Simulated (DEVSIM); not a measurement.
# abrupt InP p-n junction

Structure: abrupt InP p-n junction, at 250 K.

```
layer (left to right)  material  thickness (μm)  Nd (cm⁻³)  Na (cm⁻³)   τn (s)   τp (s)
---------------------  --------  --------------  ---------  ---------  -------  -------
1                           InP            13.0          -     2.3e16  8.9e-10  8.9e-10
2                           InP             300     4.7e15          -  8.9e-10  8.9e-10
```

Left contact: ohmic. Right contact: ohmic. Voltage is applied to the left contact. Recombination: SRH at mid-gap, radiative, Auger. Mobility is constant in doping.

The device is made up for the run: typed textbook-type constants, with dimensions and the other settings drawn at random. Values at 300 K; Nc and Nv go as T^1.5, mobilities as T to minus their exponent, the gap by Varshni's rule with the affinity fixed.

| parameter | InP |
|---|---|
| gap (eV) | 1.344 |
| affinity (eV) | 4.38 |
| permittivity | 12.5 |
| Nc (cm⁻³) | 5.7e17 |
| Nv (cm⁻³) | 1.1e19 |
| μn (cm²/Vs) | 5200 |
| μp (cm²/Vs) | 170 |
| T exponent of μn | 2 |
| T exponent of μp | 2 |
| B (cm³/s) | 1.2e-10 |
| Cn (cm⁶/s) | 9e-31 |
| Cp (cm⁶/s) | 9e-31 |
| Varshni α (eV/K) | 0.000363 |
| Varshni β (K) | 162 |

Model (solved in DEVSIM): 1D drift-diffusion, Boltzmann statistics, complete ionisation; no tunnelling, impact ionisation, image-force lowering or self-heating.

| Property | Value |
|---|---|
| Potential step across the device at zero bias | 1.135 V |
| Largest field in the device at zero bias | 35000 V/cm |
| Dark forward voltage at 1 A/cm² | 0.996 V |
| Dark forward voltage at 100 A/cm² | 1.723 V |

Dark reverse current:

```json
[
 {"V (V)": "-0.40", "J (A/cm²)": "-4.7e-11"},
 {"V (V)": "-1.00", "J (A/cm²)": "-9.6e-11"},
 {"V (V)": "-2.00", "J (A/cm²)": "-1.6e-10"},
 {"V (V)": "-3.00", "J (A/cm²)": "-2.1e-10"},
 {"V (V)": "-4.00", "J (A/cm²)": "-2.6e-10"},
 {"V (V)": "-6.00", "J (A/cm²)": "-3.4e-10"},
 {"V (V)": "-8.00", "J (A/cm²)": "-4.2e-10"},
 {"V (V)": "-10.00", "J (A/cm²)": "-4.8e-10"},
 {"V (V)": "-13.00", "J (A/cm²)": "-5.6e-10"},
 {"V (V)": "-16.00", "J (A/cm²)": "-6.4e-10"},
 {"V (V)": "-20.00", "J (A/cm²)": "-7.3e-10"}
]
```

Dark forward current:

```json
[
 {"V (V)": "0.05", "J (A/cm²)": "2.1e-11"},
 {"V (V)": "0.20", "J (A/cm²)": "9.8e-10"},
 {"V (V)": "0.30", "J (A/cm²)": "1.1e-8"},
 {"V (V)": "0.45", "J (A/cm²)": "3.9e-7"},
 {"V (V)": "0.60", "J (A/cm²)": "1.5e-5"},
 {"V (V)": "0.70", "J (A/cm²)": "0.00017"},
 {"V (V)": "0.85", "J (A/cm²)": "0.0085"},
 {"V (V)": "1.00", "J (A/cm²)": "1.1"},
 {"V (V)": "1.15", "J (A/cm²)": "15"},
 {"V (V)": "1.25", "J (A/cm²)": "28"},
 {"V (V)": "1.40", "J (A/cm²)": "50"},
 {"V (V)": "1.55", "J (A/cm²)": "73"},
 {"V (V)": "1.65", "J (A/cm²)": "89"},
 {"V (V)": "1.80", "J (A/cm²)": "110"}
]
```
